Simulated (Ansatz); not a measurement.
Output of an Ansatz run (abridged):

```
WARN ansatz: RAYON_NUM_THREADS=1 ignored (pool sized by the plan → 1); use --threads N
Pseudopotentials: kind: paw
Pseudopotential: Mo, paw, valence charge 14
Pseudopotential: C, paw, valence charge 4
Crystal: 6 atoms, lattice volume = 103.062 Å³
Basis set: ecut = 420.4159175005146 eV, 2013 PW (Γ), exchange–correlation on 60×60×90 points (8 copies of the dense FFT grid, shifted against one another)
Bands: 39, of which v1, the nominal top of the filled ones, is band 32 counted from 1 (31 counted from 0)
Symmetry: 16 space group operations
Space group: P4/nmm (ITA 129), of the structure as read, at distance tolerance 4.7e-5 Å
k-points: 30 of 144
Initial density: superposition of atomic densities (neutral atoms: chi_scale 0, normalization atom), corrected by the library's trained network
Initial wavefunctions: pseudopotential atomic-orbital guess
Eigensolver: davidson
Functional: x = pbe(κ = 0.804, μ = 0.2195149727645171), c = pbe(β = 0.06672455060314922)
SCF iter   1: F=—  HF=-20316.044020 eV  |F-HF|=—  |Δ(HF+E_count)|=         —  Δρ=1.08e-2  dr2=1.08e-1  ethr=1.77e-3  ⟨swp⟩=4.2  Hψ=3886  notcnv=0
all-band conjugate gradients solve this SCF's bands
preconditioner: auto → Kerker (q_TF=auto, 2.520 Å⁻¹)
SCF iter   2: F=—  HF=-20316.039013 eV  |F-HF|=—  |Δ(HF+E_count)|=   5.01e-3  S|Δr|=    0.00e0  Δρ=5.50e-3  dr2=2.25e-2  ethr=1.69e-4  ⟨swp⟩=1.0  Hψ=1410  notcnv=0
SCF iter   3: F=—  HF=-20316.037957 eV  |F-HF|=—  |Δ(HF+E_count)|=   1.06e-3  S|Δr|=    0.00e0  Δρ=7.98e-4  dr2=7.99e-4  ethr=3.52e-5  ⟨swp⟩=2.3  Hψ=1494  notcnv=0
SCF iter   4: F=—  HF=-20316.037910 eV  |F-HF|=—  |Δ(HF+E_count)|=   4.74e-5  S|Δr|=    0.00e0  Δρ=1.90e-4  dr2=1.09e-4  ethr=1.25e-6  ⟨swp⟩=2.2  Hψ=1503  notcnv=0
SCF iter   5: F=—  HF=-20316.037899 eV  |F-HF|=—  |Δ(HF+E_count)|=   1.10e-5  S|Δr|=    0.00e0  Δρ=7.58e-5  dr2=1.80e-5  ethr=1.71e-7  ⟨swp⟩=2.1  Hψ=1465  notcnv=0
SCF iter   6: F=—  HF=-20316.037890 eV  |F-HF|=—  |Δ(HF+E_count)|=   8.99e-6  S|Δr|=    0.00e0  Δρ=2.57e-5  dr2=1.12e-6  ethr=2.81e-8  ⟨swp⟩=2.0  Hψ=1522  notcnv=0
SCF iter   7: F=-20316.037890 eV  HF=-20316.037890 eV  |F-HF|=1.74e-8  |Δ(HF+E_count)|=   6.02e-7  S|Δr|=    0.00e0  Δρ=7.02e-6  dr2=5.41e-8  ethr=1.56e-10  ⟨swp⟩=3.7  Hψ=4890  notcnv=0
SCF 1 converged in 7 iterations: F = -20316.037890 eV  dr2 = 5.41e-8
SCF converged after 7 iterations
Stability not checked (fill_not_monotonic)
Free energy (F): -20316.037890 eV
Harris-Foulkes:  -20316.037890 eV  (|F-HF|=1.74e-8)
Internal energy: -20316.040752 eV  (E = F + TS)
E sigma→0 (E₀):  -20316.038606 eV
Entropy (-TS):   0.002861 eV (0.477 meV/atom)
Fermi energy:    13.027303 eV
--- Per-component energies (eV) ---
  E_band       = -594.782049
  E_kinetic    = 1899.881935
  E_local      = -5378.076329  (includes V_loc(G=0)·N_el)
  E_nonlocal   = 627.654502
  E_hartree    = 1927.412056
  E_xc         = -814.195313
  E_vxc        = -1013.774698  (∫ρ·V_xc dr)
  E_paw        = -13000.557146  (= ΣΔE_a)
  E_vpaw       = -585.291558  (= ΣTr[D̂ρ^β])
  E_aug_tail   = 0.000192  (compensation charges beyond the density's cutoff)
  E_ewald      = -5578.160648
  E_smearing   = 0.002861  (= −TS)
  E_closure    = 0.000000  (closes the sum)
  Σ components = -20316.037890   (vs F -20316.037890, Δ=0.00e0)
--- Forces (eV/Å), atoms counted from 1 ---
  atom   1  Mo     0.00000000     0.00000000     0.00000000
  atom   2  Mo     0.00000000     0.00000000    -0.00000000
  atom   3  Mo     0.00000000     0.00000000     1.64729710
  atom   4  Mo     0.00000000     0.00000000    -1.64729710
  atom   5  C      0.00000000     0.00000000     0.74182256
  atom   6  C      0.00000000     0.00000000    -0.74182256
  max |Σ_I F_I| component: 2.22e-16 eV/Å
--- Stress (GPa, compression-positive) ---
      -23.998922       0.000000       0.000000
        0.000000     -23.998922       0.000000
        0.000000       0.000000     -28.751451
  P = ⅓ Tr σ = -25.5831 GPa (-255.831 kbar)
  The stress holds the Pulay correction. Without it, at fixed plane waves, as pw.x and ABINIT print it: P = -25.6981 GPa
--- Band table (eV; the first three rows and the last of 30) ---
  k-point 0: bands = ["-48.1159", "-48.0117", "-47.7615", "-47.7447", "-22.5249", "-22.5249", "-22.4445", "-22.1959", "-22.1959", "-22.0970", "-21.8512", "-21.6975", "-21.6975", "-21.6081", "-21.5064", "-21.5064", "2.9117", "3.7544", "8.5448", [...]
  k-point 1: bands = ["-48.1156", "-48.0122", "-47.7614", "-47.7447", "-22.5239", "-22.5239", "-22.4468", "-22.1977", "-22.1977", "-22.0914", "-21.8512", "-21.6962", "-21.6962", "-21.6116", "-21.5070", "-21.5070", "3.0602", "3.6758", "8.2789", [...]
  k-point 2: bands = ["-48.1153", "-48.0126", "-47.7612", "-47.7447", "-22.5228", "-22.5228", "-22.4490", "-22.1996", "-22.1996", "-22.0857", "-21.8512", "-21.6949", "-21.6949", "-21.6151", "-21.5075", "-21.5075", "3.3641", "3.4398", "8.1589", [...]
  k-point 29: bands = ["-48.0112", "-48.0112", "-47.8057", "-47.8057", "-22.6397", "-22.6397", "-22.4742", "-22.4742", "-22.0745", "-22.0745", "-21.6702", "-21.6702", "-21.5835", "-21.5835", "-21.5047", "-21.5047", "3.7838", "3.7838", "9.0390", [...]
```

The structure:

```xyz
6
Lattice="4.0725 0.0000 0.0000 0.0000 4.0725 0.0000 0.0000 0.0000 6.2140" Properties=species:S:1:pos:R:3 pbc="T T T"
Mo     0.0000     0.0000     0.0000
Mo     2.0363     2.0363     0.0000
Mo     2.0363     0.0000     1.6778
Mo     0.0000     2.0363     4.5362
C      2.0363     0.0000     4.3498
C      0.0000     2.0363     1.8642
```

### Question
Write an input that gives this output.

### Answer
Other spellings and defaults could give the same log, and not every line can be read from it. The input that was run (DFT, PBE, plane waves, default PAW files):

Ansatz 0.2 input:
```yaml
# Mo2C
crystal:
  lattice:
    - [4.072517, 0.000000, 0.000000]
    - [0.000000, 4.072517, 0.000000]
    - [0.000000, 0.000000, 6.214034]
  atoms:
    - { symbol: Mo, position_ang: [0.000000, 0.000000, 0.000000] }
    - { symbol: Mo, position_ang: [2.036259, 2.036259, 0.000000] }
    - { symbol: Mo, position_ang: [2.036259, 0.000000, 1.677789] }
    - { symbol: Mo, position_ang: [0.000000, 2.036259, 4.536245] }
    - { symbol: C, position_ang: [2.036259, 0.000000, 4.349824] }
    - { symbol: C, position_ang: [0.000000, 2.036259, 1.864210] }
basis:
  ecutwfc: 30.9 Ry
kpoints:
  mp_grid:
    grid: [6, 6, 4]
hamiltonian:
  xc: pbe
  pseudopotentials:
    kind: paw
scf:
  occupations:
    method: methfessel_paxton
    width: 0.02 Ry
output:
  forces: true
  eigenvalues: true
  stress: true
```

The starting cell was generated: these elements placed on a structure prototype, without a prior relaxation; it need not be a known phase or ordering of this composition. Spin polarisation is off. With a pressure of about -26 GPa the cell is away from its equilibrium volume at this level. Forces in this geometry exceed 1 eV/Å. Ansatz's pressure includes its estimate of the finite-basis (Pulay) stress.

Ansatz is an electronic-structure program.
